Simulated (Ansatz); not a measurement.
A self-consistent single point of CaC₂ (R3m, 3 atoms in the cell) with Ansatz (a program for electronic structure).

Method of the run: PBEsol, default PAW files made with PBE (plane waves; Ansatz).

The change in words: lattice scaled by 0.98; kpoints.mp_grid.grid: 8 8 8 → 11 11 11. Reference geometry:
```xyz
3
Lattice="1.9347 1.1170 3.9341 -1.9347 1.1170 3.9341 0.0000 -2.2340 3.9341" Properties=species:S:1:pos:R:3 pbc="T T T"
Ca     0.0000     0.0000     0.0500
C      0.0000     0.0000     6.5257
C      0.0000     0.0000     5.2767
```

Reference input (self-consistent single point, DFT, PBEsol, plane waves, default PAW files made with PBE): basis.ecutwfc = 420 eV; kpoints.mp_grid.grid = 8 8 8; hamiltonian.xc = pbesol; hamiltonian.pseudopotentials = {kind: paw} (the program's default PAW files); scf.occupations.method = fermi_dirac; scf.occupations.width = 0.05 eV. This run's input differs from it in these lines:

Ansatz 0.2 input:
```diff
@@ -3,5 +3,5 @@
   lattice:
-    - [1.934678, 1.116987, 3.934104]
-    - [-1.934678, 1.116987, 3.934104]
-    - [0.000000, -2.233974, 3.934104]
+    - [1.895984, 1.094647, 3.855422]
+    - [-1.895984, 1.094647, 3.855422]
+    - [0.000000, -2.189295, 3.855422]
   atoms:
@@ -13,3 +13,3 @@
 kpoints:
-  mp_grid: { grid: [8, 8, 8] }
+  mp_grid: { grid: [11, 11, 11] }
 hamiltonian:
```

Output, abridged:

```
SCF iter   1: F=—  HF=-2286.718182 eV  |F-HF|=—  |Δ(HF+E_count)|=         —  Δρ=6.34e-3  dr2=2.16e-2  ethr=1.77e-3  ⟨swp⟩=6.5  Hψ=12819  notcnv=0
all-band conjugate gradients solve this SCF's bands
preconditioner: auto → none
SCF iter   2: F=—  HF=-2286.711885 eV  |F-HF|=—  |Δ(HF+E_count)|=   6.30e-3  Δρ=1.88e-3  dr2=1.93e-3  ethr=1.20e-4  ⟨swp⟩=2.5  Hψ=4223  notcnv=0
SCF iter   3: F=—  HF=-2286.711958 eV  |F-HF|=—  |Δ(HF+E_count)|=   7.30e-5  Δρ=4.20e-4  dr2=7.14e-5  ethr=1.07e-5  ⟨swp⟩=2.0  Hψ=2551  notcnv=0
SCF iter   4: F=—  HF=-2286.711978 eV  |F-HF|=—  |Δ(HF+E_count)|=   2.07e-5  Δρ=1.67e-4  dr2=1.39e-5  ethr=3.97e-7  ⟨swp⟩=2.6  Hψ=3328  notcnv=0
SCF iter   5: F=—  HF=-2286.711981 eV  |F-HF|=—  |Δ(HF+E_count)|=   2.83e-6  Δρ=6.41e-5  dr2=3.02e-6  ethr=7.75e-8  ⟨swp⟩=2.4  Hψ=2834  notcnv=0
SCF iter   6: F=—  HF=-2286.711981 eV  |F-HF|=—  |Δ(HF+E_count)|=   3.38e-7  Δρ=2.22e-5  dr2=4.80e-7  ethr=1.68e-8  ⟨swp⟩=2.4  Hψ=2434  notcnv=0
SCF iter   7: F=-2286.711981 eV  HF=-2286.711981 eV  |F-HF|=1.46e-8  |Δ(HF+E_count)|=   8.71e-8  Δρ=4.36e-6  dr2=1.94e-8  ethr=5.56e-10  ⟨swp⟩=5.9  Hψ=9449  notcnv=0
SCF 1 converged in 7 iterations: F = -2286.711981 eV  dr2 = 1.94e-8
Free energy (F): -2286.711981 eV
Internal energy: -2286.711981 eV  (E = F + TS)
E sigma→0 (E₀):  -2286.711981 eV
Fermi energy:    6.089044 eV
--- Forces (eV/Å), atoms counted from 1 ---
  atom   1  Ca     0.00000000     0.00000001    -0.15566695
  atom   2  C      0.00000000    -0.00000011     2.46316194
  atom   3  C      0.00000000     0.00000010    -2.30752446
--- Stress (GPa, compression-positive) ---
        1.227389       0.000000       0.000000
        0.000000       1.227389      -0.000000
        0.000000      -0.000000      11.175672
  P = ⅓ Tr σ = 4.5435 GPa (45.435 kbar)
  The stress holds the Pulay correction. Without it, at fixed plane waves, as pw.x and ABINIT print it: P = 4.3240 GPa
```

The run converged in 7 iterations. Against the reference run the free energy goes up by 9.2 meV/atom, the pressure goes from -1.32 to 4.54 GPa, the largest force goes from 0.539 to 2.463 eV/Å and the gap on the mesh goes from 2.595 to 2.643 eV.

The starting cell comes from a database of computed structures (which also holds hypothetical and non-ambient phases and stackings), without a prior relaxation at this level. Its lattice was rescaled by up to half a per cent. One atom was moved a little off its site on purpose. For this run, on top of that: lattice scaled by 0.98. With a pressure of about 5 GPa the cell is away from its equilibrium volume at this level. Forces in this geometry exceed 1 eV/Å. Ansatz's pressure includes its estimate of the finite-basis (Pulay) stress. Another mesh or the band path of this cell gives a smaller gap, so this value is not converged in the mesh.
